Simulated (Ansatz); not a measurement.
Worked calculations on one periodic cell of amorphous Zr₂₀O₄₁Zn: Zr20O41Zn, 62 atoms, volume 786.9 Å³, made by a melt-quench on the CHGNet potential and relaxed with DFT. O atoms were pushed apart under 1.9 Å during the dynamics, to hinder bonds among them. It is a model cell: composition and starting density were chosen by hand, and all elements were melted together. Cycles of charging were run to anneal it. All values below come from PBE, scalar-relativistic without spin-orbit coupling (plane waves to 420 eV, PAW; Ansatz, an electronic-structure program). Sampling: a 2×2×2 Γ-centred mesh; Fermi-Dirac width 0.02 eV; no spin polarisation. Its volume was relaxed, its shape was free, and it stands at a mean pressure of 0.0 GPa with stress components up to 0.1 GPa; the relaxation ran on the zone centre alone. Its density went from a set 5.30 to 5.37 g/cm³. The cell is small and was quenched far faster than a real film, so it is one sample of the glass.

**Question.** Count formal charges (Zr +4, O -2, Zn +2). What does the count lead one to expect at the Fermi level, and what does the calculation give?

**Answer.** 20 × (+4) + 41 × (-2) + 1 × (+2) = 0. The charges balance, so the anion-derived valence states can be full and a gap can open. On this mesh the highest filled and lowest empty level lie 3.23 eV apart, the PBE gap of this cell, with a localised state at one edge or both.

Four energies for an added electron at PBE on the zone centre alone (charged cells in a uniform background, spin-polarised): neutral at the neutral geometry -110356.654 eV; charged at the neutral geometry -110343.847 eV; charged and relaxed -110344.009 eV; neutral at the charged geometry -110356.359 eV.

**Question.** Find the two relaxation energies and their sum, the reorganisation energy.

**Answer.** On charging: -110343.847 − (-110344.009) = 0.162 eV. On discharging: -110356.359 − (-110356.654) = 0.295 eV. The sum is 0.457 eV. The carrier's level spreads over 10 of the 62 atoms' worth, so it counts as partly localised, most on one Zr atom with neighbours O 2.07 Å, O 2.08 Å, O 2.10 Å, O 2.21 Å, O 2.22 Å, O 2.26 Å, O 2.33 Å (neutral geometry). The values are uncorrected: the image energy of a point charge in this cell, 2.84 × 14.40 / (2 × 9.2) = 2.2 eV before screening, is screened by electrons alone at the fixed geometry and by ions too after relaxing, and the carrier can be spread before it relaxes, so each term can be off by up to that value times 1/ε∞, some tenths of an eV. PBE's self-interaction favours spread-out carriers, so a hybrid can localise more.

Four energies for a hole at PBE on the zone centre alone (charged cells in a uniform background, spin-polarised): neutral at the neutral geometry -110356.654 eV; charged at the neutral geometry -110365.941 eV; charged and relaxed -110366.479 eV; neutral at the charged geometry -110355.492 eV.

**Question.** Find the two relaxation energies and their sum, the reorganisation energy.

**Answer.** On charging: -110365.941 − (-110366.479) = 0.538 eV. On discharging: -110355.492 − (-110356.654) = 1.162 eV. The sum is 1.700 eV. The carrier's level spreads over 3 of the 62 atoms' worth, so it counts as localised, most on one O atom with neighbours Zr 2.06 Å, Zr 2.17 Å, Zr 2.44 Å, Zr 2.85 Å (neutral geometry). The values are uncorrected: the image energy of a point charge in this cell, 2.84 × 14.40 / (2 × 9.2) = 2.2 eV before screening, is screened by electrons alone at the fixed geometry and by ions too after relaxing, and the carrier can be spread before it relaxes, so each term can be off by up to that value times 1/ε∞, some tenths of an eV. PBE's self-interaction favours spread-out carriers, so a hybrid can localise more.
